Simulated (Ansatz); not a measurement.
Start from Pd in the fcc (Cu type) structure (space group Fm-3m, No. 225; a = 3.8414 Å; relaxed with 0.1 eV smearing).

Calculations: LDA in Ansatz (plane waves to 420 eV, PAW, scalar-relativistic without spin-orbit coupling).

Strains are applied to the cell and any free atomic positions relax.

One change was made to it. Results:

```tsv
quantity	base	after
energy relative to the base (free energy F)	0 meV/atom	+22 meV/atom
pressure	0.0 GPa	11.5 GPa
```

**Question.** What was done to the base?
A. isotropic strain −2.50 %
B. isotropic strain +0.50 %
C. isotropic strain −1.50 %
D. isotropic strain +2.00 %
E. isotropic strain +1.00 %

**Answer.** C, isotropic strain −1.50 %. For comparison, the energy relative to the base in the other runs: isotropic strain +1.00 % gives +8.6 meV/atom; isotropic strain −2.50 % gives +63 meV/atom; isotropic strain +2.00 % gives +33 meV/atom; isotropic strain +0.50 % gives +2.2 meV/atom.

Stability against distortions was not tested. All final runs are without spin polarisation. Pd lies near a magnetic instability that expansion can trigger; it was not tested.

Ansatz is a first-principles code.
